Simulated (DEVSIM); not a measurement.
Structure: Al/SiON/p-Ge capacitor, at 300 K.

```
layer (left to right)  material  thickness (nm)  Na (cm⁻³)
---------------------  --------  --------------  ---------
1                          SiON            7.60          -
2                            Ge            4600     1.7e16
```

Metal gate on the left, work function 4.1 eV. Fixed charge at the semiconductor interface 0 cm⁻² (in units of +e); no interface traps.

Constants are typed, rounded textbook-type inputs, not results; the design itself was drawn at random and stands for no fabricated device. Values at 300 K; Nc and Nv go as T^1.5, mobilities as T to minus their exponent, the gap by Varshni's rule with the affinity fixed.

```tsv
parameter	SiON	Ge
gap (eV)	7	0.664
affinity (eV)	1.4	4
permittivity	5.5	16
Nc (cm⁻³)	-	1.04e19
Nv (cm⁻³)	-	6e18
Varshni α (eV/K)	-	0.000477
Varshni β (K)	-	235
```

DEVSIM, 1D Poisson equation in equilibrium, Boltzmann statistics, complete ionisation; no quantum confinement or tunnelling. Metal contacts follow the ideal Schottky-Mott rule: no Fermi-level pinning, no interface dipoles.

Base results: flat-band voltage (V) -0.41; threshold voltage (band bending 2φF) (V) 0.01; minimum of the low-frequency capacitance (μF/cm²) 0.0827; capacitance of the dielectric stack (μF/cm²) 0.641.

**Question.** What follows from this one change: gate work function 4.1 → 3.8 eV?

**Answer.** flat-band voltage -0.41 → -0.71 V; threshold voltage (band bending 2φF) 0.01 → -0.29 V; minimum of the low-frequency capacitance little changed (0.0827 μF/cm²); capacitance of the dielectric stack little changed (0.641 μF/cm²).

**Question.** What follows from this one change: substrate doping 1.7e+16 → 8.5e+15 cm^-3?

**Answer.** flat-band voltage -0.41 → -0.39 V; threshold voltage (band bending 2φF) 0.01 → -0.03 V; minimum of the low-frequency capacitance 0.0827 → 0.0643 μF/cm²; capacitance of the dielectric stack little changed (0.641 μF/cm²).

**Question.** What follows from this one change: fixed charge 0 → 9.3e+11 cm^-2?

**Answer.** flat-band voltage -0.41 → -0.64 V; threshold voltage (band bending 2φF) 0.01 → -0.22 V; minimum of the low-frequency capacitance little changed (0.0814 μF/cm²); capacitance of the dielectric stack little changed (0.641 μF/cm²).

**Question.** What follows from this one change: temperature 300 → 250 K?

**Answer.** flat-band voltage -0.41 → -0.46 V; threshold voltage (band bending 2φF) 0.01 → 0.06 V; minimum of the low-frequency capacitance 0.0827 → 0.0705 μF/cm²; capacitance of the dielectric stack little changed (0.641 μF/cm²).

**Question.** What follows from this one change: SiON thickness 0.0076 → 0.0053 μm?

**Answer.** flat-band voltage little changed (-0.41 V); threshold voltage (band bending 2φF) 0.01 → -0.01 V; minimum of the low-frequency capacitance 0.0827 → 0.0848 μF/cm²; capacitance of the dielectric stack 0.641 → 0.919 μF/cm².
